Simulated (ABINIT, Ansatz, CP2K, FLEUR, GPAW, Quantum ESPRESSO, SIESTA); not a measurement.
**One structure in several programs: NiAgSe2 (R3m, 4 atoms in the cell)**

Self-consistent single point.

```
CELL_PARAMETERS angstrom
      1.82065     1.05115     6.92032
     -1.82065     1.05115     6.92032
      0.00000    -2.10231     6.92032
ATOMIC_POSITIONS crystal
  Ni 0.00286 0.00286 0.00286
  Ag 0.85108 0.85108 0.85108
  Se 0.72768 0.72768 0.72768
  Se 0.27439 0.27439 0.27439
```

All programs got the same cell, k-point mesh and kind of occupations (in Ansatz's words: kpoints.mp_grid.grid = 7 7 7; scf.occupations.method = gaussian; scf.occupations.width = 0.1 eV); potentials, basis and cutoffs are each program's usual ones.

```
code                                                                                                                                      model  pressure (GPa)  largest force (eV/Å)  k-points           cutoff
----------------  -----------------------------------------------------------------------------------------------------------------------------  --------------  --------------------  --------  ---------------
CP2K                                                                 PBEsol, GPW, DZVP-MOLOPT-SR-GTH basis, GTH-PBE potentials (GTH_POTENTIALS)           -2.87                 0.099       172      grid 600 Ry
Quantum ESPRESSO                                                                             PBEsol, PSlibrary ultrasoft (PBE) pseudopotentials           -4.49                 0.073        44            50 Ry
GPAW                                                                                      PBEsol, GPAW PAW datasets PBEsol (made by gpaw-setup)           -4.23                 0.069        44           800 eV
Ansatz                                                                                                          PBEsol, PAW files made with PBE           -4.63                 0.105        44          default
FLEUR                                                                           PBEsol, all-electron FLAPW (FLEUR), scalar-relativistic valence               –                 0.052        44  Kmax 4.2 1/bohr
SIESTA            GGA PBEsol, numerical atomic orbitals DZP, PseudoDojo PBEsol standard norm-conserving potentials (rewritten from UPF to PSML)           -4.33                 0.318       172      grid 300 Ry
ABINIT                                                                                       PBEsol, PAW (JTH v2.0 PBE PAW, files made for PBE)           -6.09                 0.081        44            60 Ry
```

Size of the force on each atom (eV/Å): Sizes of forces hide their directions.

| code | Ni1 | Ag2 | Se3 | Se4 |
|---|---|---|---|---|
| CP2K | 0.016 | 0.066 | 0.099 | 0.011 |
| Quantum ESPRESSO | 0.031 | 0.042 | 0.073 | 0.000 |
| GPAW | 0.036 | 0.015 | 0.069 | 0.020 |
| Ansatz | 0.037 | 0.026 | 0.105 | 0.042 |
| FLEUR | 0.031 | 0.036 | 0.052 | 0.014 |
| SIESTA | 0.052 | 0.084 | 0.177 | 0.318 |
| ABINIT | 0.031 | 0.038 | 0.081 | 0.012 |

A dash marks a value that a program does not give, or that is left out as unsure.

The spread over the programs that give each value: pressure within 3.22 GPa; largest force within 0.266 eV/Å.

The starting cell comes from a database of computed structures (which also holds hypothetical and non-ambient phases and stackings), without a prior relaxation at this level. On Ansatz's run: Spin polarisation is off; with an odd number of electrons in the cell that forces a metal, and a magnetic state may lie lower. In the base run, with a pressure of about -5 GPa the cell is away from its equilibrium volume at this level.

Task: Why do the programs differ, and what cannot be compared?

Result: Differences of this kind can come from the potentials, where these differ, and from what each basis and cutoff leave unconverged. The valence holds different numbers of electrons (CP2K 41, Quantum ESPRESSO 33, GPAW 45, Ansatz (a program for electronic structure) 69, FLEUR 65, SIESTA 69, ABINIT 41). The zero of total energies and Fermi levels follows the potentials and each program's conventions, so they are not compared here. CP2K and SIESTA use small atom-centred bases, whose incompleteness enters pressures, forces and empty levels differently from a plane-wave cutoff. FLEUR treats all electrons, but the usual bases taken here (sphere radii, linearisation, local orbitals, empty states) were not tested for convergence, so the values are no reference for the others. Ansatz's pressure is given at a fixed set of plane waves, as the other plane-wave codes print theirs; with its correction for the finite basis it is -4.59 GPa. The programs reduce the same mesh by symmetry to different extents, which changes the work and not the result. In the pressure, CP2K (by 1.69) and ABINIT (by 1.53) lie more than 1 GPa from the median of the plane-wave programs. In the force vectors, SIESTA (by 0.334) lies more than 0.08 eV/Å from the median of the plane-wave programs.

Left out of this page: Elk (not drawn, or without a comparable value).

Keys are those of Ansatz 0.2.
